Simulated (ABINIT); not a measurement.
**Convergence study of the plane-wave cutoff for Li (Im-3m, 1 atom in the cell)**

```
Li
1.0
   -1.75023     1.75023     1.75023
    1.75023    -1.75023     1.75023
    1.75023     1.75023    -1.75023
Li
1
Direct
  0.00000   0.00000   0.00000
```

Computed with PBEsol, PAW (JTH v2.0 PBE PAW, files made for PBE) (plane waves; ABINIT).

Base settings: pseudos = [Li.GGA_PBE-JTH.xml]; ecut = 20 Ha; pawecutdg = 40 Ha; pawxcdev = 0; ixc = -116133; occopt = 7; tsmear = 0.00367493 Ha; ngkpt = 7 7 7; nshiftk = 1; shiftk = 0 0 0.

Moved along: pawecutdg.

The second cell is the first with its lattice scaled by 0.98.

The mesh stays at the base's, so the ladder's end is converged at best in this setting alone.

Only quantities that move along the ladder and can be compared are tabulated.

The count of work is k-points × plane waves × bands × iterations; it is no time. 

The starting cell has typed, rounded lattice constants, without a prior relaxation at this level. Its lattice was rescaled by up to half a per cent. The potentials were made for another functional than the one used.

Steps (ecut): 7 Ha; 8 Ha; 9 Ha; 10 Ha; 11 Ha; 12 Ha; 14 Ha; 16 Ha; 18 Ha; 20 Ha; 22 Ha; 24 Ha; 27 Ha; 30 Ha; 35 Ha; 40 Ha; 48 Ha.

What is the state of the free energy at the end of the ladder?

Still drifting one way, by 2.2 meV/atom over the last two steps, so the last step is no safe reference.

What is the coarsest ecut that holds the energy of the compressed cell less the first within 0.5 meV/atom of the last step, with all finer ones?

12 Ha, at 0.072 of the last step's count of work; the step before is off by 1.4 meV/atom.

What is the coarsest ecut that holds the pressure within 0.05 GPa of the last step, with all finer ones?

30 Ha, at 0.32 of the last step's count of work; the step before is off by 0.09 GPa.

| ecut | free energy less the last step's (meV/atom) | energy of the compressed cell less the first (meV/atom) | pressure (GPa) | count of work / last |
|---|---|---|---|---|
| 7 Ha | 2987.47 | -2.39 | -83.84 | 0.038 |
| 8 Ha | 1311.98 | 23.12 | -44.74 | 0.040 |
| 9 Ha | 567.12 | -20.96 | -22.86 | 0.054 |
| 10 Ha | 229.05 | 5.57 | -10.52 | 0.065 |
| 11 Ha | 102.99 | -1.31 | -4.71 | 0.064 |
| 12 Ha | 59.30 | -2.51 | -2.05 | 0.072 |
| 14 Ha | 45.34 | -2.35 | -0.68 | 0.11 |
| 16 Ha | 43.52 | -2.38 | -0.87 | 0.13 |
| 18 Ha | 35.46 | -2.60 | -1.16 | 0.15 |
| 20 Ha | 24.65 | -2.75 | -1.24 | 0.21 |
| 22 Ha | 15.11 | -2.84 | -1.16 | 0.22 |
| 24 Ha | 8.38 | -2.62 | -1.02 | 0.26 |
| 27 Ha | 3.58 | -2.67 | -0.82 | 0.30 |
| 30 Ha | 2.39 | -2.66 | -0.72 | 0.32 |
| 35 Ha | 2.24 | -2.65 | -0.72 | 0.45 |
| 40 Ha | 1.37 | -2.66 | -0.75 | 0.65 |
| 48 Ha | 0.00 | -2.67 | -0.73 | 1.0 |

Two neighbours can agree and both be off: 30 Ha and 35 Ha differ by 0.15 meV/atom in the free energy, yet lie about 2.2 meV/atom from the last step.

At the lowest cutoff the pressure lies 83.1 GPa under the last step's, the usual sign of Pulay stress in an incomplete plane-wave basis.
